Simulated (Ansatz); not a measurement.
An Ansatz (a program for electronic structure) run: Sn with a change (uniaxial stress, 3 GPa tension along x); plane-wave PAW DFT at the PBE level (Ansatz, 420 eV), spin-orbit coupling left out.

Input:

Ansatz 0.2 input:
```yaml
crystal:
  lattice:
    - [0, 3.3276823306, 3.3276823306]
    - [3.3276823306, 0, 3.3276823306]
    - [3.3276823306, 3.3276823306, 0]
  atoms:
    - { symbol: Sn, position: [0.25, 0.25, 0.25] }
    - { symbol: Sn, position: [0, 0, 0] }
basis: { ecutwfc: 420, ecutrho_ratio: 4, xc_grid: 2, fft_grid_basis: typed }
kpoints: { mp_grid: { grid: [15, 15, 15] } }
hamiltonian:
  xc: pbe
  dispersion: none
  pseudopotentials: { kind: paw }
scf: { occupations: { method: fermi_dirac, width: 0.1 } }
relax: { f_tol: 0.005, max_steps: 50, cell: { stress_tol: 0.01, sigma_target: [-3, 0, 0, 0, 0, 0] } }
output: { forces: true, stress: true }
checkpoint: { write: state.ck, write_every: 1000 }
```

Output (explanatory and most iteration lines left out):

```
Relaxation: its limit of steps is 50 (relax.max_steps)
Pseudopotential: Sn, paw, valence charge 14
Crystal: 2 atoms, lattice volume = 73.698 Å³
Basis set: ecut = 420 eV, 1459 PW (Γ), exchange–correlation on 64×64×64 points (8 copies of the dense FFT grid, shifted against one another)
Bands: 18, of which v1, the nominal top of the filled ones, is band 14 counted from 1 (13 counted from 0)
Symmetry: 16 space group operations
k-points: 288 of 3375
Functional: x = pbe(κ = 0.804, μ = 0.2195149727645171), c = pbe(β = 0.06672455060314922)
SCF iter   1: F=—  HF=-12048.428945 eV  |F-HF|=—  |Δ(HF+E_count)|=         —  Δρ=8.47e-4  dr2=1.05e-3  ethr=1.77e-3  ⟨swp⟩=6.0  Hψ=26914  notcnv=0
SCF iter   2: F=—  HF=-12048.427909 eV  |F-HF|=—  |Δ(HF+E_count)|=   1.04e-3  Δρ=6.44e-4  dr2=8.32e-4  ethr=3.74e-6  ⟨swp⟩=2.1  Hψ=11246  notcnv=0
SCF 1 converged in 7 iterations: F = -12048.428173 eV  dr2 = 3.36e-9
relax step   1: F+E_penalty+E_count = -12048.42817253 eV  Δ(F+E_penalty+E_count) = +0.000e0 eV  max|allowed force component| = 2.602e-17 eV/Å  Δτ_max = 0.0000 Å  P = +0.009 GPa  Ω = 73.698 Å³  (7 SCF iters, dr2 threshold 1.00e-7 eV, accepted)
[... steps on the carried basis left out ...]
relax step   5: F+E_penalty+E_count = -12048.37683665 eV  Δ(F+E_penalty+E_count) = -4.016e-4 eV  max|allowed force component| = 1.865e-17 eV/Å  Δτ_max = 0.0000 Å  P = -1.003 GPa  Ω = 75.973 Å³  stress off target by 9.29e-3 GPa  SCF on the basis re-selected at this cell (its energy is not comparable with the rows above)  (7 SCF iters)
SCF converged after 7 iterations
Free energy (F): -12048.376837 eV
Internal energy: -12048.368233 eV  (E = F + TS)
E sigma→0 (E₀):  -12048.372535 eV
Entropy (-TS):   -0.008604 eV (-4.302 meV/atom)
Fermi energy:    6.593571 eV
--- Forces (eV/Å), atoms counted from 1 ---
  atom   1  Sn    -0.00000000    -0.00000000     0.00000000
  atom   2  Sn    -0.00000000     0.00000000    -0.00000000
--- Stress (GPa, compression-positive) ---
       -2.990706       0.000000       0.000000
        0.000000      -0.008531      -0.000000
        0.000000      -0.000000      -0.008531
  P = ⅓ Tr σ = -1.0026 GPa (-10.026 kbar)
--- Relaxed structure (4 steps of the walk, 4 accepted, 1 SCFs on fresh bases) ---
  cell:  # Å, volume = 75.9731 Å³
    - [-1.2872581674042554e-32, 3.2554911874727686, 3.2554911874727686]
    - [3.584236265112783, -9.764006658036173e-33, 3.2554911874727686]
    - [3.584236265112783, 3.2554911874727686, 4.266976001609986e-33]
  atoms:
    - { symbol: Sn, position: [0.25, 0.25, 0.25] }
    - { symbol: Sn, position: [-1.0695758974541328e-33, -1.071836679313051e-33, 9.556324917646628e-34] }
```

Load acts through the strain it causes; cell and atoms are relaxed under it. sigma_target is in GPa, compression positive, in the order xx, yy, zz, yz, xz, xy. Beyond what the load breaks, stability against distortions was not tested. The cell was made from Sn in the diamond structure (space group Fd-3m, No. 227) by this change: uniaxial stress, 3 GPa tension along x.
